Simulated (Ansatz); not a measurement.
The parent structure is Rh in the fcc (Cu type) structure (space group Fm-3m, No. 225; relaxed with 0.1 eV smearing).

```
CELL_PARAMETERS angstrom
      0.00000     1.90077     1.90077
      1.90077     0.00000     1.90077
      1.90077     1.90077     0.00000
ATOMIC_POSITIONS crystal
  Rh 0.00000 0.00000 0.00000
```

Cartesian axes are those of the cell as printed.

Level of theory: DFT with r2SCAN, PAW potentials and a 500 eV plane-wave cutoff in Ansatz (a first-principles code), no spin-orbit coupling.

The change: biaxial strain −3.00 %, plane normal [001], relaxed out of plane (Cartesian); in-plane vectors clamped, the third vector and the atoms free.

Q: How does this affect the ratio −ε⊥/ε∥?

A: The ratio −ε⊥/ε∥ amounts to 0.93.

Stability against distortions was not tested. The final runs are not spin-polarised.
